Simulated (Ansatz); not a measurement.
BeSe, pressure series

Base system: BeSe in the zinc blende structure (space group F-43m, No. 216).

```
BeSe
1.0
    0.00000     2.56445     2.56445
    2.56445     0.00000     2.56445
    2.56445     2.56445     0.00000
Be Se
1 1
Direct
  0.00000   0.00000   0.00000
  0.25000   0.25000   0.25000
```

Cell and atoms are relaxed at each pressure.

Method: Ansatz (a quantum-chemistry and plane-wave program) PBEsol, without spin-orbit coupling.

Before the change:

```
Item        Value
--------  -------
Band gap  2.47 eV
```

Q: The aim is a band gap between 2.15 eV and 2.33 eV. Which of these changes reaches it?
(A) pressure 9 GPa
(B) pressure −2 GPa
(C) pressure 22.5 GPa
(D) pressure −1 GPa

A: A, pressure 9 GPa. It gives 2.24 eV; pressure −1 GPa gives 2.49 eV; pressure −2 GPa gives 2.52 eV; pressure 22.5 GPa gives 1.96 eV. Changes not listed may reach it too

Load acts through the strain it causes; cell and atoms are relaxed under it. No phonon test of stability was made. No other phases were tried under pressure.
